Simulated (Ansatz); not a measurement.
## Si (Fd-3m): band-edge transport data

Consider the following.

```
CELL_PARAMETERS angstrom
      0.00000     2.67356     2.67356
      2.67356     0.00000     2.67356
      2.67356     2.67356     0.00000
ATOMIC_POSITIONS crystal
  Si 0.25000 0.25000 0.25000
  Si 0.00000 0.00000 0.00000
```

These are PBEsol with spin-orbit coupling, rigid bands (plane waves, PAW; Ansatz, a quantum-chemistry and plane-wave program) values and carry that method's errors. Condition of this run: hydrostatic pressure 5 GPa (the target of the relaxation). How the cell was made: cell and atoms relaxed with PBEsol, then loaded as said.

```yaml
band_gap: 0.36 eV
electron conductivity mass (300 K, dilute): 0.28 mₑ
hole conductivity mass (300 K, dilute): 0.35 mₑ
effective density of states N_c (300 K): 3.0e19 cm⁻³
effective density of states N_v (300 K): 2.1e19 cm⁻³
density_of_states_mass_electrons: 1.12 mₑ
density_of_states_mass_holes: 0.90 mₑ
Seebeck coefficient, n-type 1e19 cm⁻³, 300 K: -307 μV/K
Seebeck coefficient, p-type 1e19 cm⁻³, 300 K: 317 μV/K
best p-type power factor at 300 K for τ = 10 fs (best axis; densities from 1e16 to 1e21 cm⁻³ tried, whether or not they can be reached): 16.4 μW/(cm·K²) at 1e20 cm⁻³
```

Rigid bands; masses and Seebeck coefficients take one relaxation time τ for all states and one kind of carrier; polarons and phonon drag are left out.
